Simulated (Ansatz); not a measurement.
Consider the energy of the reaction as written. Reaction: 2 Sb (R-3m) + 2 In (I4/mmm) → cell A. Negative: the products are lower in energy.

Cell A: a slab of composition In2Sb2, 4 atoms, hexagonal cell of 4.59 Å (18.3 Å²), symmetry P-3m1 within 0.02 Å, 4.2 Å thick under 18 Å of vacuum, in-plane vectors held at the given values, so it may be strained; planes from bottom to top: Sb | In × 2 | Sb; a model cell; spin state with PBE: run without spin, k-point mesh 8×8×1.
```yaml
crystal:
  lattice:
    - [4.59410, 0.00000, 0.00000]
    - [-2.29705, 3.97861, 0.00000]
    - [0.00000, 0.00000, 22.11070]
  atoms:
    - { symbol: In, position: [0.33333, 0.66667, 0.45358] }
    - { symbol: In, position: [0.66667, 0.33333, 0.54642] }
    - { symbol: Sb, position: [0.33333, 0.66667, 0.59561] }
    - { symbol: Sb, position: [0.66667, 0.33333, 0.40439] }
```

Reference: Sb (R-3m), 2 atoms in the cell, k-point mesh 10×10×10 on the run's own vectors. Conventional cell: a = b = 4.324 Å, c = 11.050 Å, α = β = 90.00°, γ = 120.00°.

Reference: In (I4/mmm), 1 atom in the cell, k-point mesh 24×24×24 on the run's own vectors. Conventional cell: a = b = 3.374 Å, c = 4.582 Å, α = β = γ = 90.00°.

All numbers come from Ansatz (an electronic-structure program), plane waves with PAW, its default PAW set, cutoff 420 eV, 500 eV for r2SCAN. The structures are at rest with PBE+D3(BJ), within the held lattices; other levels are single points on them. Neutral cells; Fermi-Dirac smearing of at most 0.10 eV in the solids, energies taken to zero width. The lattices are those relaxed with PBE+D3(BJ) or held as stated, so at other levels the solids can be strained, which adds to the spread. A dispersion term (D3(BJ), or D4 for r2SCAN) was computed beside these levels and is taken off wherever the name lacks it. No zero-point or thermal terms. Spin-orbit coupling is left out. No correction for cell size. Cell A has symmetry P-3m1 within 0.02 Å and got no random move, so less symmetric positions, which may lie lower, weren't tried.

Levels: PBE, PBE+D3(BJ), LDA, RPBE, r2SCAN, r2SCAN+D4.

### Question
Do the levels agree on the sign?

### Answer
uphill: PBE (0.14), PBE+D3(BJ) (0.83), LDA (0.57), r2SCAN+D4 (0.11); downhill: RPBE (-0.14), r2SCAN (-0.14) (values in eV; within 0.05 eV of zero counts as too close to call). The levels shown span 0.97 eV, from RPBE (-0.14) to PBE+D3(BJ) (0.83). They disagree on the sign.
